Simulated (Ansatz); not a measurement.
Checking a run of Ansatz (a program for electronic structure) on SnS (P-6m2, 2 atoms in the cell). The aim is a self-consistent single point with DFT, PBE, plane waves, default PAW files.

Cell that was meant: a = 3.6971 Å, b = 3.6971 Å, c = 3.6082 Å, α = 90.00°, β = 90.00°, γ = 120.00°.

Part of the input:

Ansatz 0.2 input:
```yaml
    - { symbol: Sn, position: [0.000000, 0.000000, 0.000000] }
    - { symbol: S, position: [0.666667, 0.333333, 0.500000] }
basis:
  ecutwfc: 170.0 eV
kpoints:
  mp_grid: { grid: [10, 10, 9] }
hamiltonian:
```

The program printed (abridged):

```
   [... lines left out ...]
Symmetry: 12 space group operations
Space group: P-6m2 (ITA 187), of the structure as read, at distance tolerance 3.5e-5 Å
k-points: 70 of 900 (time reversal used)
Initial density: superposition of atomic densities (neutral atoms: chi_scale 0, normalization atom), corrected by the library's trained network
Initial wavefunctions: pseudopotential atomic-orbital guess
Eigensolver: davidson
Functional: x = pbe(κ = 0.804, μ = 0.2195149727645171), c = pbe(β = 0.06672455060314922)
SCF iter   1: F=—  HF=-6910.269895 eV  |F-HF|=—  |Δ(HF+E_count)|=         —  Δρ=1.03e-1  dr2=2.37e0  ethr=1.77e-3  ⟨swp⟩=4.6  Hψ=4735  notcnv=0
all-band conjugate gradients solve this SCF's bands
preconditioner: auto → none
SCF iter   2: F=—  HF=-6908.622636 eV  |F-HF|=—  |Δ(HF+E_count)|=    1.65e0  S|Δr|=    0.00e0  Δρ=4.58e-2  dr2=4.42e-1  ethr=1.77e-3  ⟨swp⟩=2.0  Hψ=2521  notcnv=0
   [... lines left out ...]
SCF iter   5: F=—  HF=-6908.346384 eV  |F-HF|=—  |Δ(HF+E_count)|=   2.62e-5  S|Δr|=    0.00e0  Δρ=9.88e-5  dr2=4.64e-6  ethr=7.61e-7  ⟨swp⟩=2.0  Hψ=1601  notcnv=0
SCF iter   6: F=—  HF=-6908.347723 eV  |F-HF|=—  |Δ(HF+E_count)|=   1.34e-3  S|Δr|=    0.00e0  Δρ=3.27e-5  dr2=3.01e-7  ethr=2.32e-8  ⟨swp⟩=2.0  Hψ=1331  notcnv=0
SCF iter   7: F=-6908.347723 eV  HF=-6908.347723 eV  |F-HF|=1.66e-9  |Δ(HF+E_count)|=   9.58e-8  S|Δr|=    0.00e0  Δρ=5.71e-6  dr2=7.68e-9  ethr=5.00e-10  ⟨swp⟩=4.8  Hψ=4036  notcnv=0
SCF 1 converged in 7 iterations: F = -6908.347723 eV  dr2 = 7.68e-9
Stability not checked (fill_not_monotonic)
Free energy (F): -6908.347723 eV
Internal energy: -6908.350856 eV  (E = F + TS)
E sigma→0 (E₀):  -6908.348767 eV
Entropy (-TS):   0.003134 eV (1.567 meV/atom)
Fermi energy:    10.458368 eV
--- Forces (eV/Å), atoms counted from 1 ---
  atom   1  Sn    -0.00000000    -0.00000000     0.00000000
  atom   2  S     -0.00000000    -0.00000000     0.00000000
--- Stress (GPa, compression-positive) ---
        6.982010      -0.000000       0.000000
       -0.000000       6.982010       0.000000
        0.000000       0.000000      10.538738
  P = ⅓ Tr σ = 8.1676 GPa (81.676 kbar)
  The stress holds the Pulay correction. Without it, at fixed plane waves, as pw.x and ABINIT print it: P = -305.2062 GPa
```

Question: Is this run sound? If not, what is wrong?

Answer: The run is not sound. The fault is a basis or grid far too coarse for these potentials. Far below the cutoff that the potentials were made for, the basis cannot represent the orbitals near the nuclei, and energies, forces and above all the stress go wrong. To fix it, restore the cutoff that the potentials need and check convergence. The run converged in 7 iterations without an error; against the sound input the free energy goes up by 9.14 eV/atom and the pressure goes from 10.39 to 8.17 GPa. At a fixed set of plane waves, without the program's Pulay estimate, the pressure is -305.21 GPa against 10.34 GPa.

An input that runs soundly differs in these lines (not the only fix; some lines may just follow from the change or write a value another way):
```diff
-  ecutwfc: 170.0 eV
+  ecutwfc: 420.0 eV
```

With that input, the run converged in 6 iterations: free energy E − TS (on the zero of these files) -6926.6320 eV; Fermi level (on the code's own zero) 10.54 eV; pressure 10.39 GPa (DFT, PBE, plane waves, default PAW files).

On the sound input: the starting cell was generated: these elements placed on a structure prototype, without a prior relaxation; it need not be a known phase or ordering of this composition. With a pressure of about 10 GPa the cell is away from its equilibrium volume at this level. Ansatz's pressure includes its estimate of the finite-basis (Pulay) stress. The run gives no clean gap (levels at the Fermi energy touch, overlap or are partly filled at this smearing), which alone does not show that the compound is a metal.
